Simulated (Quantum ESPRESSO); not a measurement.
The steps of a band-structure calculation for CsSrMg6 (Amm2, 8 atoms in the cell) with Quantum ESPRESSO.

Level of theory: LDA (PZ), GBRV 1.5 ultrasoft (LDA) pseudopotentials (plane waves; Quantum ESPRESSO).

Step 1 (scf):

```fortran
&CONTROL
    calculation = 'scf'
    prefix = 'pwscf'
    outdir = './out'
    pseudo_dir = './'
    tprnfor = .true.
    tstress = .true.
/
&SYSTEM
    ibrav = 0
    nat = 8
    ntyp = 3
    ecutwfc = 40
    ecutrho = 200
    occupations = 'smearing'
    smearing = 'cold'
    degauss = 0.0073499
/
&ELECTRONS
    conv_thr = 1.0d-10
    mixing_beta = 0.7
/
ATOMIC_SPECIES
Cs   132.9055  cs_lda_v1.uspp.F.UPF
Sr    87.6200  sr_lda_v1.uspp.F.UPF
Mg    24.3050  mg_lda_v1.4.uspp.F.UPF
CELL_PARAMETERS {angstrom}
   5.548050000     0.000000000     0.000000000
   0.000000000     3.658505000     6.264490000
   0.000000000    -3.658505000     6.264490000
ATOMIC_POSITIONS {crystal}
Cs    0.000000000    0.158760000    0.158760000
Sr    0.500000000    0.341770000    0.341770000
Mg    0.000000000    0.155210000    0.679070000
Mg    0.000000000    0.679070000    0.155210000
Mg    0.000000000    0.667020000    0.667020000
Mg    0.500000000    0.363320000    0.801680000
Mg    0.500000000    0.801680000    0.363320000
Mg    0.500000000    0.833140000    0.833140000
K_POINTS {automatic}
2 2 2  0 0 0
```

Step 2 (bands):

```fortran
&CONTROL
    calculation = 'bands'
    prefix = 'pwscf'
    outdir = './out'
    pseudo_dir = './'
    verbosity = 'high'
/
&SYSTEM
    ibrav = 0
    nat = 8
    ntyp = 3
    ecutwfc = 40
    ecutrho = 200
    occupations = 'smearing'
    smearing = 'cold'
    degauss = 0.0073499
    nbnd = 50
/
&ELECTRONS
    conv_thr = 1.0d-10
    startingwfc = 'random'
    diago_thr_init = 1.0d-6
    diagonalization = 'cg'
/
ATOMIC_SPECIES
Cs   132.9055  cs_lda_v1.uspp.F.UPF
Sr    87.6200  sr_lda_v1.uspp.F.UPF
Mg    24.3050  mg_lda_v1.4.uspp.F.UPF
CELL_PARAMETERS {angstrom}
   5.548050000     0.000000000     0.000000000
   0.000000000     3.658505000     6.264490000
   0.000000000    -3.658505000     6.264490000
ATOMIC_POSITIONS {crystal}
Cs    0.000000000    0.158760000    0.158760000
Sr    0.500000000    0.341770000    0.341770000
Mg    0.000000000    0.155210000    0.679070000
Mg    0.000000000    0.679070000    0.155210000
Mg    0.000000000    0.667020000    0.667020000
Mg    0.500000000    0.363320000    0.801680000
Mg    0.500000000    0.801680000    0.363320000
Mg    0.500000000    0.833140000    0.833140000
K_POINTS {crystal_b}
14
  0.00000000   0.00000000   0.00000000   6  ! G
  0.00000000   0.33526600  -0.33526600   3  ! X
  0.00000000   0.00000000  -0.50000000   6  ! S
 -0.50000000   0.00000000  -0.50000000   3  ! R
 -0.50000000   0.33526600  -0.33526600   6  ! A
 -0.50000000   0.00000000   0.00000000   6  ! Z
  0.00000000   0.00000000   0.00000000   5  ! G
  0.00000000  -0.50000000  -0.50000000   3  ! Y
  0.00000000  -0.33526600  -0.66473400   6  ! X1
 -0.50000000  -0.33526600  -0.66473400   3  ! A1
 -0.50000000  -0.50000000  -0.50000000   6  ! T
  0.00000000  -0.50000000  -0.50000000   1  ! Y
 -0.50000000   0.00000000   0.00000000   5  ! Z
 -0.50000000  -0.50000000  -0.50000000   1  ! T
```

Step 3 (bands.x):

```fortran
&BANDS
    prefix = 'pwscf'
    outdir = './out'
    filband = 'bands.dat'
    lsym = .false.
/
```

Output of bands (abridged):

```
     Atomic positions and unit cell read from directory:
     ./out/pwscf.save/

     Message from routine setup:
     using ibrav=0 with symmetry is DISCOURAGED, use correct ibrav instead
     G-vector sticks info
     --------------------
     sticks:   dense  smooth     PW     G-vecs:    dense   smooth      PW
     Sum        2283    1829    523                81973    58639    8917

     bravais-lattice index     =            0
   [... lines left out ...]
     unit-cell volume          =    1716.1543 (a.u.)^3
   [... lines left out ...]

     negative rho (up, down):  6.429E-02 0.000E+00

     Band Structure Calculation
     CG style diagonalization

     ethr =  1.00E-06,  avg # of iterations = 35.0

     End of band structure calculation

          k = 0.0000 0.0000 0.0000 (  7343 PWs)   bands (ev):

   -70.7190 -70.6496 -70.5779 -70.5774 -70.5456 -70.5454 -38.1687 -38.1431
   -38.1316 -38.0816 -38.0769 -38.0725 -38.0209 -38.0140 -38.0112 -38.0106
   -38.0008 -37.9989 -37.9979 -37.9967 -37.9690 -37.9660 -37.9654 -37.9652
   -31.0836 -17.7466 -13.1813 -13.1673 -13.1196  -4.7767  -4.7306  -4.6912
    -0.3976   2.4631   2.7410   3.0421   3.5600   3.9931   4.4211   5.0142
     5.2309   5.9737   6.3613   6.5379   6.8003   7.0282   7.1592   7.2854
     7.9610   8.1454

          k = 0.0000 0.0847 0.0000 (  7346 PWs)   bands (ev):

   -70.7190 -70.6496 -70.5778 -70.5774 -70.5456 -70.5454 -38.1687 -38.1431
   -38.1316 -38.0816 -38.0769 -38.0725 -38.0209 -38.0141 -38.0112 -38.0106
   -38.0007 -37.9989 -37.9978 -37.9968 -37.9689 -37.9661 -37.9654 -37.9652
   -31.0836 -17.7465 -13.1813 -13.1673 -13.1197  -4.7776  -4.7337  -4.6911
    -0.3527   2.2924   2.7214   3.0861   3.6167   4.0318   4.4010   5.0843
     5.3264   5.9426   6.2855   6.6123   6.7762   6.9017   7.1082   7.3310
     8.0718   8.1483

   [... 58 blocks of this kind left out ...]
```

Output of bands.x (abridged):

```
     Reading xml data from directory:

     ./out/pwscf.save/

     G-vector sticks info
     --------------------
     sticks:   dense  smooth     PW     G-vecs:    dense   smooth      PW
     Sum        2283    1829    523                81973    58639    8917

     negative rho (up, down):  6.429E-02 0.000E+00
     Reading collected, re-writing distributed wavefunctions
     high-symmetry point:  0.0000 0.0000 0.0000   x coordinate   0.0000
     high-symmetry point:  0.0000 0.5084 0.0000   x coordinate   0.5084
     high-symmetry point:  0.0000 0.3791-0.2214   x coordinate   0.7648
     high-symmetry point: -0.5000 0.3791-0.2214   x coordinate   1.2648
     high-symmetry point: -0.5000 0.5084 0.0000   x coordinate   1.5212
     high-symmetry point: -0.5000 0.0000 0.0000   x coordinate   2.0297
   [... 3 lines left out ...]
     high-symmetry point: -0.5000 0.2498-0.4428   x coordinate   3.7223
     high-symmetry point: -0.5000 0.0000-0.4428   x coordinate   3.9721
     high-symmetry point:  0.0000 0.0000-0.4428   x coordinate   4.4721
     high-symmetry point: -0.5000 0.0000 0.0000   x coordinate   4.4721
     high-symmetry point: -0.5000 0.0000-0.4428   x coordinate   4.9149

     Plottable bands (eV) written to file bands.dat.gnu
     Bands written to file bands.dat

   JOB DONE.
```

The starting cell comes from a database of computed structures (which also holds hypothetical and non-ambient phases and stackings), without a prior relaxation at this level.
